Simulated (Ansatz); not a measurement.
## A computed series for TiTe2: pressure series

Take TiTe$_{2}$ in the CdI2 type structure (space group P-3m1, No. 164; layered, stacked along the Cartesian z axis) as the base.

```
TiTe2
1.0
    3.78396     0.00000     0.00000
   -1.89198     3.27701     0.00000
    0.00000     0.00000     6.60161
Ti Te
1 2
Direct
  0.00000   0.00000   0.00000
  0.33333   0.66667   0.25685
  0.66667   0.33333   0.74315
```

Cell and atoms are relaxed at each pressure.

The values are results of r2SCAN+rVV10/PAW in Ansatz (a program for electronic structure), scalar-relativistic without spin-orbit coupling, not measurements.

Notes on the quantities. enthalpy: H = E + PV relative to the base's energy.

| change | enthalpy | c/a ratio | density |
|---|---|---|---|
| base | – | 1.745 | 6.15 g/cm³ |
| pressure −1 GPa | -0.17 eV/atom | 1.800 | 5.86 g/cm³ |
| pressure 0.3 GPa | +0.05 eV/atom | 1.738 | 6.21 g/cm³ |
| pressure 0.7 GPa | +0.12 eV/atom | 1.731 | 6.28 g/cm³ |
| pressure 1.5 GPa | +0.25 eV/atom | 1.719 | 6.42 g/cm³ |
| pressure 3 GPa | +0.49 eV/atom | 1.706 | 6.63 g/cm³ |
| pressure 5 GPa | +0.80 eV/atom | 1.698 | 6.88 g/cm³ |
| pressure 7.5 GPa | +1.17 eV/atom | 1.694 | 7.14 g/cm³ |
| pressure 10 GPa | +1.53 eV/atom | 1.695 | 7.37 g/cm³ |

Load acts through the strain it causes; cell and atoms are relaxed under it. Whether these cells are dynamically stable was not tested. Competing high-pressure phases were not computed. The final runs are not spin-polarised.
